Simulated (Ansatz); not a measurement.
Abridged Ansatz (a quantum-chemistry and plane-wave program) output:

```
Relaxation: its limit of steps is 60 (relax.max_steps)
Pseudopotential: Pb, paw, valence charge 14
Crystal: 1 atoms, lattice volume = 24.092 Å³
Basis set: ecut = 420 eV, 459 PW (Γ), exchange–correlation on 48×48×48 points (8 copies of the dense FFT grid, shifted against one another)
Bands: 11, of which v1, the nominal top of the filled ones, is band 7 counted from 1 (6 counted from 0)
Symmetry: 48 space group operations
k-points: 145 of 4096
Functional: x = pbe(κ = 0.804, μ = 0.2195149727645171), c = pbe(β = 0.06672455060314922)
SCF iter   1: F=—  HF=-11905.999010 eV  |F-HF|=—  |Δ(HF+E_count)|=         —  Δρ=1.19e-3  dr2=1.76e-4  ethr=1.77e-3  ⟨swp⟩=6.0  Hψ=11058  notcnv=0
SCF iter   2: F=—  HF=-11905.998611 eV  |F-HF|=—  |Δ(HF+E_count)|=   3.99e-4  Δρ=9.35e-4  dr2=9.17e-5  ethr=1.25e-6  ⟨swp⟩=2.1  Hψ=4005  notcnv=0  defer=4
SCF 1 converged in 6 iterations: F = -11905.998606 eV  dr2 = 4.88e-9
relax step   1: F+E_penalty+E_count = -11905.99860619 eV  Δ(F+E_penalty+E_count) = +0.000e0 eV  max|allowed force component| = 0.000e0 eV/Å  Δτ_max = 0.0000 Å  P = +22.485 GPa  Ω = 24.092 Å³  (6 SCF iters, dr2 threshold 1.00e-7 eV, accepted)
[... steps on the carried basis left out ...]
relax step   6: F+E_penalty+E_count = -11905.80343624 eV  Δ(F+E_penalty+E_count) = +2.053e-4 eV  max|allowed force component| = 0.000e0 eV/Å  Δτ_max = 0.0000 Å  P = +29.996 GPa  Ω = 22.893 Å³  stress off target by 4.05e-3 GPa  SCF on the basis re-selected at this cell (its energy is not comparable with the rows above)  (5 SCF iters)
SCF converged after 5 iterations
Free energy (F): -11905.803436 eV
Internal energy: -11905.798399 eV  (E = F + TS)
E sigma→0 (E₀):  -11905.800917 eV
Entropy (-TS):   -0.005038 eV (-5.038 meV/atom)
Fermi energy:    15.977810 eV
--- Forces (eV/Å), atoms counted from 1 ---
  atom   1  Pb    -0.00000000    -0.00000000     0.00000000
--- Stress (GPa, compression-positive) ---
       29.995950       0.000000       0.000000
        0.000000      29.995950       0.000000
        0.000000       0.000000      29.995950
  P = ⅓ Tr σ = 29.9960 GPa (299.960 kbar)
--- Relaxed structure (5 steps of the walk, 4 accepted, 1 SCFs on fresh bases) ---
  cell:  # Å, volume = 22.8929 Å³
    - [-3.6384140931342193e-34, 2.2536693613686603, 2.2536693613686603]
    - [2.2536693613686603, 1.520650091961989e-34, 2.2536693613686603]
    - [2.2536693613686603, 2.2536693613686603, 6.050754289063513e-34]
  atoms:
    - { symbol: Pb, position: [0.0, 0.0, 0.0] }
```

Question: What was computed, and what are the main results?

Answer: Pb, 1 atom in the cell, with PBE (Ansatz), no spin-orbit coupling, from a series relaxed to a target (pressure 30 GPa). The last SCF converged to F = -11905.803436 eV, or -11905.8034 eV per atom, at a pressure of 30.00 GPa. The total energy compares only with runs of the same code, potentials and settings.

Load acts through the strain it causes; cell and atoms are relaxed under it. Stability against distortions was not tested. Measured, Pb leaves this structure (for hcp) near 14 GPa (room temperature; as listed in arXiv:1906.07825). The cell was made from Pb in the fcc (Cu type) structure (space group Fm-3m, No. 225) by this change: pressure 30 GPa.

Keys are those of Ansatz 0.2.
